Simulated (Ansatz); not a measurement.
Band structure of BeSe (F-43m, 2 atoms in the cell).

```yaml
crystal:
  lattice:
    - [0.00000, 2.59870, 2.59870]
    - [2.59870, 0.00000, 2.59870]
    - [2.59870, 2.59870, 0.00000]
  atoms:
    - { symbol: Be, position: [0.00000, 0.00000, 0.00000] }
    - { symbol: Se, position: [0.25000, 0.25000, 0.25000] }
```

Computed with PBE, PAW files (plane waves; Ansatz, an electronic-structure program).

Settings: kpoints.mp_grid.grid = 11 11 11; hamiltonian.xc = pbe; hamiltonian.pseudopotentials = {kind: paw} (the program's default PAW files); scf.occupations.method = fixed; kpoints.band_path.npoints = 8.

The starting cell comes from a database of computed structures (which also holds hypothetical and non-ambient phases and stackings), without a prior relaxation at this level. Its lattice was rescaled by a random factor within 2.5 % of one.

**Question.** Predict the gap along the standard path and the places of the band edges.

**Answer.** The gap along the path is 2.70 eV, from Γ to X; the smallest direct gap on it is 4.14 eV.

Levels in eV from the top of the valence band on the path, bands 6 to 12:
```tsv
point	6	7	8	9	10	11	12
Γ	-13.60	0.00	0.00	0.00	4.14	5.03	5.03
X	-11.91	-4.91	-2.54	-2.54	2.70	4.23	11.47
W	-11.88	-4.28	-3.64	-3.14	6.12	7.03	7.39
K	-11.92	-4.51	-3.85	-2.12	3.79	6.78	9.56
L	-12.34	-5.50	-1.03	-1.03	4.23	5.98	5.98
U	-11.92	-4.51	-3.85	-2.12	3.79	6.78	9.56
```

Keys are those of Ansatz 0.2.
